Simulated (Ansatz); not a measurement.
Take GaN in the wurtzite structure (space group P6_3mc, No. 186; a = 3.183 Å, c = 5.186 Å) as the base.

Calculations: PBEsol (Ansatz, an electronic-structure program; PAW; 420 eV plane waves; no SOC), earlier PAW set.

Base values:

| Quantity | Value |
|---|---|
| Valence-band top at Γ | 0.00, 0.00, -0.04 eV |
| Gap character | direct at Γ |
| Electron mass | 0.16 mₑ along c, 0.17 mₑ across (at Γ) |
| Band gap | 1.88 eV |

It is then changed as follows: cell and atoms relaxed at a pressure of 4.2 GPa.

### Question
Estimate the effect on the valence-band top at Γ.

### Answer
The valence-band top at Γ (three highest levels, from the VBM) changes from 0.00, 0.00, -0.04 eV to 0.00, 0.00, -0.05 eV.

### Question
What happens to the gap character?

### Answer
The gap character stays direct at Γ.

### Question
How does this affect the electron mass?

### Answer
The electron mass changes from 0.16 mₑ along c, 0.17 mₑ across (at Γ) to 0.17 mₑ along c, 0.18 mₑ across (at Γ).

### Question
Predict the new band gap.

### Answer
The band gap grows by 0.14 eV, from 1.88 eV to 2.02 eV.

Load acts through the strain it causes; cell and atoms are relaxed under it. Masses are band curvatures over ±0.01 Å⁻¹ around the edge. No phonon test of stability was made. Tetrahedral semiconductors of this kind turn to denser phases somewhere between about 1 and 50 GPa; those were not computed, so compressed cells here can lie past the real transition.
